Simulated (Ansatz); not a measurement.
# A computed series for MoSi2: response to strain

Base system: MoSi₂ (space group I4/mmm, No. 139; a = 3.174 Å, c = 7.779 Å; relaxed with 0.1 eV smearing). Axes: x, y, z lie along a, b, c of the conventional cell.

Strains are applied to the cell and any free atomic positions relax.

Level of theory: DFT with LDA, PAW potentials and a 420 eV plane-wave cutoff in Ansatz (a program for electronic structure), without spin-orbit coupling.

Notes on the quantities. energy relative to the base: free energy F.

```
variant                         volume per atom  energy relative to the base
------------------------------  ---------------  ---------------------------
base                                   13.06 Å³                   0 meV/atom
uniaxial strain ε_xx = −3.00 %         12.67 Å³                          ___
uniaxial strain ε_xx = −2.50 %         12.73 Å³                 +11 meV/atom
uniaxial strain ε_xx = −1.50 %         12.86 Å³                          ___
uniaxial strain ε_xx = −1.00 %         12.93 Å³                          ___
uniaxial strain ε_xx = −0.50 %         13.00 Å³                +0.4 meV/atom
uniaxial strain ε_xx = +1.00 %         13.19 Å³                +1.7 meV/atom
uniaxial strain ε_xx = +1.50 %         13.26 Å³                +3.8 meV/atom
uniaxial strain ε_xx = +2.00 %         13.32 Å³                +6.7 meV/atom
uniaxial strain ε_xx = +2.50 %         13.39 Å³                 +10 meV/atom
```

Task: What belongs in the blanks?

Result: 
- uniaxial strain ε_xx = −3.00 %, energy relative to the base: +16 meV/atom
- uniaxial strain ε_xx = −1.50 %, energy relative to the base: +4.0 meV/atom
- uniaxial strain ε_xx = −1.00 %, energy relative to the base: +1.8 meV/atom

Whether these cells are dynamically stable was not tested. All final runs are without spin polarisation.
